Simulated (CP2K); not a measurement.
Input and output of a self-consistent single point for TiGa5Co (P1, 7 atoms in the cell) (CP2K).

Computed with LDA (Pade form), GPW, DZVP-MOLOPT-SR-GTH basis, GTH-PADE potentials (GTH_POTENTIALS) (CP2K 2026.2).

The change in words: atoms moved at random. Reference geometry:
```
TiGa5Co
1.0
    4.02856     0.00000     0.00000
    0.00000     4.02856     0.00000
    0.00000     0.00000     6.44181
Ti Ga Co
1 5 1
Direct
  0.00000   0.00000   0.00000
  0.00000   0.50000   0.29802
  0.00000   0.50000   0.70198
  0.50000   0.00000   0.29802
  0.50000   0.00000   0.70198
  0.50000   0.50000   0.00000
  0.00000   0.00000   0.50000
```

Reference input (self-consistent single point, DFT LDA (Pade form), GPW, DZVP-MOLOPT-SR-GTH basis, GTH-PADE potentials (GTH_POTENTIALS)): CUTOFF = 600 Ry; REL_CUTOFF = 40 Ry; SMEAR/METHOD = GAUSSIAN; SIGMA = 0.1 eV; KPOINTS/SCHEME = MONKHORST-PACK 5 5 3; XC_FUNCTIONAL = PADE; Ti/BASIS_SET = DZVP-MOLOPT-SR-GTH; Ti/POTENTIAL = GTH-PADE-q12; Ga/BASIS_SET = DZVP-MOLOPT-SR-GTH; Ga/POTENTIAL = GTH-PADE-q13; Co/BASIS_SET = DZVP-MOLOPT-SR-GTH; Co/POTENTIAL = GTH-PADE-q17. This run's input differs from it in these lines:

```diff
@@ -70,9 +70,9 @@
       SCALED
-      Ti       0.00000000     0.00000000     0.00000000
-      Ga       0.00000000     0.50000000     0.29802000
-      Ga       0.00000000     0.50000000     0.70198000
-      Ga       0.50000000     0.00000000     0.29802000
-      Ga       0.50000000     0.00000000     0.70198000
-      Ga       0.50000000     0.50000000     0.00000000
-      Co       0.00000000     0.00000000     0.50000000
+      Ti       0.01480700     0.00336000     0.00053800
+      Ga      -0.03201000     0.50232100     0.29021500
+      Ga       0.01005500     0.50480500     0.70698000
+      Ga       0.51456700    -0.00854300     0.29876100
+      Ga       0.50343300     0.00987900     0.70123100
+      Ga       0.50082800     0.48898600    -0.00032900
+      Co      -0.01168100    -0.00080800     0.50260400
     &END COORD
```

Log, with long lists cut:

```
 SCF WAVEFUNCTION OPTIMIZATION

  Step     Update method      Time    Convergence         Total energy    Change
     1 NoMix/Diag. 0.20E+00      -     1.76777407      -577.6868709334 -5.78E+02
     2 Broy./Diag. 0.20E+00      -     0.40458263      -572.8544768862  4.83E+00
     3 Broy./Diag. 0.20E+00      -     0.20610940      -580.5054823872 -7.65E+00
     4 Broy./Diag. 0.20E+00      -     0.12723983      -577.0204041701  3.49E+00
     5 Broy./Diag. 0.20E+00      -     0.07350339      -577.6421887130 -6.22E-01
     6 Broy./Diag. 0.20E+00      -     0.06074130      -575.5827552685  2.06E+00
   [... 8 lines left out ...]
    15 Broy./Diag. 0.20E+00      -     0.00001055      -576.3702067999 -5.78E-05
    16 Broy./Diag. 0.20E+00      -     0.00000357      -576.3701293029  7.75E-05
    17 Broy./Diag. 0.20E+00      -     0.00000118      -576.3701199560  9.35E-06
    18 Broy./Diag. 0.20E+00      -     0.00000075      -576.3701272261 -7.27E-06
  *** SCF run converged in    18 steps ***

  Overlap energy of the core charge distribution:               0.00000000014377
  Self energy of the core charge distribution:               -823.01766838419030
  Core Hamiltonian energy:                                    237.01312124498489
  Hartree energy:                                              81.59526649179460
  Exchange-correlation energy:                                -71.95994810523257
  Smearing free energy correction:                             -0.00089847399568
  Fermi energy:                                                 0.32201554181755

  Total energy:                                              -576.37012722606448
  Total energy (extrapolated to sigma->0):                   -576.36967798906664

   [... lines left out ...]

 STRESS| Analytical stress tensor [bar]
 STRESS|                        x                   y                   z
 STRESS|      x       -3.07764098207E+04  -2.03848916039E+02   6.33952320262E+03
 STRESS|      y       -2.03848916039E+02  -4.77661789804E+04   8.63001028631E+02
 STRESS|      z        6.33952320262E+03   8.63001028631E+02  -4.14954418679E+04
 STRESS| 1/3 Trace                                            -4.00126768897E+04
```

The run converged in 18 iterations. Against the reference run the free energy rises by 14.6 meV/atom, the pressure goes from -4.35 to -4.00 GPa and the largest force goes from 0.182 to 0.994 eV/Å.

The starting cell comes from a database of computed structures (which also holds hypothetical and non-ambient phases and stackings), without a prior relaxation at this level. For this run, on top of that: atoms moved at random. Spin polarisation is off. Values carry the incompleteness of an atom-centred basis. With a pressure of about -4 GPa the cell is away from its equilibrium volume at this level.

Cost on one core of a shared machine: roughly 70 s.
